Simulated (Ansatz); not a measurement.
# Hypothetical CsCl type InP: pressure series

Consider InP in the CsCl type structure (space group Pm-3m, No. 221; a hypothetical phase, not in the database extracts checked).

```xyz
2
Lattice="3.3884 0.0000 0.0000 0.0000 3.3884 0.0000 0.0000 0.0000 3.3884" Properties=species:S:1:pos:R:3 pbc="T T T"
In     0.0000     0.0000     0.0000
P      1.6942     1.6942     1.6942
```

Cell and atoms are relaxed at each pressure.

Method: PBEsol (Ansatz, a quantum-chemistry and plane-wave program, PAW, without spin-orbit coupling).

Notes on the quantities. enthalpy: H = E + PV relative to the base's energy.

| case | lattice parameter a | enthalpy |
|---|---|---|
| base | 3.388 Å | – |
| pressure −2 GPa | 3.420 Å | -0.25 eV/atom |
| pressure −1 GPa | 3.404 Å | -0.12 eV/atom |
| pressure 0.3 GPa | 3.384 Å | +0.04 eV/atom |
| pressure 0.7 GPa | 3.378 Å | +0.08 eV/atom |
| pressure 1.5 GPa | 3.367 Å | +0.18 eV/atom |
| pressure 3 GPa | 3.348 Å | +0.36 eV/atom |
| pressure 5 GPa | 3.324 Å | +0.59 eV/atom |
| pressure 7.5 GPa | 3.297 Å | +0.87 eV/atom |
| pressure 10 GPa | 3.272 Å | +1.15 eV/atom |

Load acts through the strain it causes; cell and atoms are relaxed under it. No phonon test of stability was made. No other phases were tried under pressure. The final runs are not spin-polarised.
